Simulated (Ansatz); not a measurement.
The parent structure is MgO in the rock salt structure (space group Fm-3m, No. 225; a = 4.159 Å). Axes: x, y, z lie along the cube axes.

The values are results of Kohn–Sham DFT with the LDA functional, run in Ansatz (a first-principles code) with PAW and 420 eV plane waves, without spin-orbit coupling, not measurements.

Base values:

| Quantity | Value |
|---|---|
| Gap character | direct at Γ |

The change: a pure shear with ε_xy = ε_yx = 0.0143, atoms relaxed at fixed cell.

Problem. What does the calculation give for the energy relative to the base after the change?

Solution. The energy rises by 3.6 meV/atom.

Problem. Predict the new gap character.

Solution. The gap character is still direct at Γ.

The cells carry an imposed strain or load. Stability against distortions was not tested. Labels are those of the standard path for the cell's own space group.
